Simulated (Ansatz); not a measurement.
What uniaxial strain ε_zz = +0.50 % does to ZnSe

The parent structure is ZnSe in the zinc blende structure (space group F-43m, No. 216; a = 5.5675 Å). Axes: x, y, z lie along the cube axes.

Modification: the cell is stretched by 0.50 % along z with no lateral relaxation; the atoms relax in the strained cell.

Calculations: LDA in Ansatz (plane waves to 420 eV, PAW, scalar-relativistic without spin-orbit coupling). Settings: 10×10×10 k-points, 0.05 eV Fermi–Dirac smearing.

The volume per atom goes up by 0.11 Å³, from 21.57 Å³ to 21.68 Å³ and the space group becomes I-4m2 (No. 119) (base: F-43m (No. 216)). The shortest interatomic distance goes up by 0.004 Å, from 2.411 Å to 2.415 Å and the energy is nearly the same. The band gap shrinks by 0.03 eV (1.25 eV → 1.22 eV) and the gap character stays direct at Γ. The electron mass goes from 0.090 mₑ (at Γ) to 0.089 mₑ (at Γ) and the valence-band top at Γ (three highest levels, from the VBM) goes from 0.00, 0.00, 0.00 eV to 0.00, 0.00, -0.02 eV. The valley order (the lowest conduction-band minima on the path, energy above the VBM, named in the base's zone) changes from Γ 1.25 eV; L along ⟨111⟩ 2.45 eV; X along ⟨100⟩ 2.69 eV to Γ 1.22 eV; L along [111] 2.43 eV; X along [010] 2.69 eV; X along [001] 2.72 eV and the stress (xx, yy, zz, yz, xz, xy; compression positive) amounts to (-0.29, -0.29, -0.49, 0.00, 0.00, 0.00) GPa.

Final structure:

```
CELL_PARAMETERS angstrom
      0.00000     2.78375     2.79767
      2.78375     0.00000     2.79767
      2.78375     2.78375     0.00000
ATOMIC_POSITIONS crystal
  Zn 0.00000 0.00000 0.00000
  Se 0.25000 0.25000 0.25000
```

Masses are band curvatures over ±0.01 Å⁻¹ around the edge. No phonon test of stability was made. Labels are those of the standard path for the cell's own space group.

Ansatz is an electronic-structure program.
